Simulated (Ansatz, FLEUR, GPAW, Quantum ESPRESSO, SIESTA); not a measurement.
**One structure in several programs: SnO₂ (R-3m, 3 atoms in the cell)**

Self-consistent single point.

```xyz
3
Lattice="1.6171 0.9336 4.8006 -1.6171 0.9336 4.8006 0.0000 -1.8673 4.8006" Properties=species:S:1:pos:R:3 pbc="T T T"
Sn     0.0000     0.0000     7.2009
O      0.0000     0.0000     3.4157
O      0.0000     0.0000    10.9861
```

Shared settings, as Ansatz (a first-principles code) writes them: kpoints.mp_grid.grid = 4 4 4; scf.occupations.method = fermi_dirac; scf.occupations.width = 0.01 eV. Potentials and cutoffs stand in the table.

| code | model | pressure (GPa) | largest force (eV/Å) | gap on the mesh (eV) | cutoff |
|---|---|---|---|---|---|
| FLEUR | LDA (Vosko-Wilk-Nusair), all-electron FLAPW (FLEUR), scalar-relativistic valence | – | – | 1.808 | Kmax 4.6 1/bohr |
| Quantum ESPRESSO | LDA (PZ), GBRV 1.5 ultrasoft (LDA) pseudopotentials | -8.67 | 0.637 | 1.795 | 40 Ry |
| SIESTA | LDA PW92, numerical atomic orbitals DZP, PseudoDojo LDA standard norm-conserving potentials (rewritten from UPF to PSML) | -6.39 | 0.332 | 1.789 | grid 300 Ry |
| GPAW | LDA (Perdew-Wang 92), GPAW PAW datasets LDA (gpaw-data 1.0.1) | – | 0.794 | 1.806 | 900 eV |
| Ansatz | LDA (PW92), PAW files made with PBE | -9.77 | 0.702 | 1.791 | default |

A dash marks a value that a program does not give, or that is left out as unsure.

Gaps are read on the mesh.

The spread over the programs that give each value: pressure within 3.38 GPa; largest force within 0.462 eV/Å; gap on the mesh within 0.019 eV.

SIESTA uses small atom-centred bases, whose incompleteness enters pressures, forces and empty levels differently from a plane-wave cutoff. FLEUR treats all electrons, but the usual bases taken here (sphere radii, linearisation, local orbitals, empty states) were not tested for convergence, so the values are no reference for the others. Ansatz's pressure is given at a fixed set of plane waves, as the other plane-wave codes print theirs; with its correction for the finite basis it is -9.31 GPa (the shift of 0.47 GPa shows how far the cutoff is from converged). The pressure of GPAW is left out: its cutoff lies under the one at which its stress was checked. The same LDA comes in different parametrisations, which differ slightly. In the pressure, SIESTA (by 2.84) lies more than 1 GPa from the median of the plane-wave programs. In the force vectors, SIESTA (by 0.370) and GPAW (by 0.091) lie more than 0.08 eV/Å from the median of the plane-wave programs.

On the base mesh (12 12 12) the same programs gave: Ansatz pressure -9.82 GPa, gap on the mesh 1.772 eV; Quantum ESPRESSO pressure -8.72 GPa, gap on the mesh 1.768 eV; GPAW gap on the mesh 1.789 eV; FLEUR gap on the mesh 1.788 eV; SIESTA pressure -6.40 GPa, gap on the mesh 1.741 eV.

The starting cell comes from a database of computed structures (which also holds hypothetical and non-ambient phases and stackings), without a prior relaxation at this level.

Left out of this page: CP2K (on another mesh).

Keys are those of Ansatz 0.2.
